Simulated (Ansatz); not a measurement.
The starting structures come from a database of crystals and need not be the phases stable at ambient conditions.

The decay constant κ of evanescent states in the gap governs leakage through a thin film.

Here is the system:

```
Ca4As2O
1.0
    4.54609     0.00000     0.00000
    0.00000     4.54609     0.00000
    2.27305    -2.27305     7.70322
Ca As O
4 2 1
Cartesian
  2.27305   2.27304   2.64067
  4.54609   0.00000   5.06256
  0.00000   2.27305   0.00000
  2.27305   0.00000   0.00000
  2.27305   2.27305   5.59470
  4.54609   0.00000   2.10853
  4.54609   0.00000   7.70322
```

Space group of this cell: I4/mmm. The cell is taken as given.

Transport runs along the normal of the first two printed cell vectors, the (001) plane of the conventional cell.

The gap is the functional's own. No spin-orbit coupling. Mid-gap values are interpolated on the energy grid.

Problem. Compute, with Ansatz (a quantum-chemistry and plane-wave program) with r2SCAN, the band gap and the smallest decay constant κ at mid-gap.

Solution. Gap 1.59 eV on a 8×8×8 mesh; κ = 0.162 1/Å, at the zone centre.
